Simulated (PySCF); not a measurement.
PySCF 2.14.0, HF/def2-svp, df: Ta(S)(OH)2(OMe) (C[O][Ta]([OH])([OH])=[S]), 11 atoms. The geometry is a generated start, not checked to be a minimum at this level.

```yaml
task: energy
method: hf
basis: def2-svp
two_electron_scheme: density fitting
mol.max_memory: 3000 MB
mf.max_cycle: 100
mf.conv_tol: 1e-09 (default)
effective_core_potentials: those of the basis set, past Kr
basis_functions: 131
```

```xyz
11

Ta     0.2029     0.3463     0.9193
S      2.4277     0.1330     0.5901
O     -0.0581    -0.7980     2.3255
H     -0.0228    -1.4098     3.0626
O      0.0655     2.1399     1.2558
H      0.2164     3.0673     1.4444
O     -0.4175    -0.2139    -0.6838
C     -0.5744    -0.7141    -1.9699
H     -0.8745     0.0874    -2.6543
H      0.3784    -1.1410    -2.3112
H     -1.3437    -1.4972    -1.9784
```

Charge 0 and multiplicity 1 are set for this test and not shown to be the ground state.

With the defaults (mf.diis = true, mf.diis_space = 8, mf.init_guess = minao, mf.DIIS = CDIIS, mf.level_shift = 0, mf.diis_damp = 0) it converges in 14 Fock builds. One run each on 2 threads, 1 BLAS thread, with these changes:
- mf.init_guess = mod_huckel
- mf.init_guess = 1e
- mf.diis_space = 3
- mf.diis_damp = 0.3
- mf.diis = false
- mf.diis_space = 20
- mf.DIIS = EDIIS
- mf.level_shift = 1 Hartree
- mf.level_shift = 0.1 Hartree

Problem. Name the settings that don't reach the solution of the defaults.

Solution. No convergence: mf.diis = false (the run ends without SCF convergence in 100 cycles). The rest reach the solution of the defaults.

```json
[
 {"setting": "the defaults", "Fock builds": "14", "end": "same solution"},
 {"setting": "mf.diis_space = 20", "Fock builds": "14", "end": "same solution"},
 {"setting": "mf.init_guess = mod_huckel", "Fock builds": "14", "end": "same solution"},
 {"setting": "mf.diis_damp = 0.3", "Fock builds": "14", "end": "same solution"},
 {"setting": "mf.level_shift = 0.1 Hartree", "Fock builds": "15", "end": "same solution"},
 {"setting": "mf.diis_space = 3", "Fock builds": "20", "end": "same solution"},
 {"setting": "mf.init_guess = 1e", "Fock builds": "20", "end": "same solution"},
 {"setting": "mf.level_shift = 1 Hartree", "Fock builds": "28", "end": "same solution"},
 {"setting": "mf.DIIS = EDIIS", "Fock builds": "52", "end": "same solution"},
 {"setting": "mf.diis = false", "Fock builds": "101", "end": "no convergence"}
]
```
